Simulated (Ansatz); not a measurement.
**PbI$_{2}$ in the CdI2 type structure (space group P-3m1, No. 164)**

```cif
data_I2Pb
_chemical_formula_sum 'Pb1 I2'
_space_group_name_H-M_alt 'P 1'
_space_group_IT_number 1
_cell_length_a 4.55930
_cell_length_b 4.55930
_cell_length_c 6.97268
_cell_angle_alpha 90.000
_cell_angle_beta 90.000
_cell_angle_gamma 120.000
loop_
_space_group_symop_operation_xyz
  'x, y, z'
loop_
_atom_site_label
_atom_site_type_symbol
_atom_site_fract_x
_atom_site_fract_y
_atom_site_fract_z
_atom_site_occupancy
Pb1 Pb 0.00000 0.00000 0.00000 1
I1 I 0.33333 0.66667 0.27092 1
I2 I 0.66667 0.33333 0.72908 1
```

Level of theory: Kohn–Sham DFT with the PBE-D3(BJ) functional, run in Ansatz (a first-principles code) with PAW and 420 eV plane waves, scalar-relativistic without spin-orbit coupling, earlier PAW set. Settings: 8×8×5 k-points, 0.05 eV Fermi–Dirac smearing.

| Property | Value |
|---|---|
| Volume per atom | 41.84 Å³ |
| Density | 6.10 g/cm³ |
| Band gap | 2.19 eV, direct at A |
| Electron mass | 1.0 mₑ along k, 0.23 mₑ across |
| Hole mass | 0.59 mₑ along k, 0.74 mₑ across |
| Total energy | -8979.244 eV/atom (σ→0; compares only within this code and set-up) |

Spin-orbit coupling, missing from the scalar runs, can matter with I and Pb. Masses are band curvatures over ±0.01 Å⁻¹ around the edge. Along k means along the line from Γ to the band edge. Whether these cells are dynamically stable was not tested.
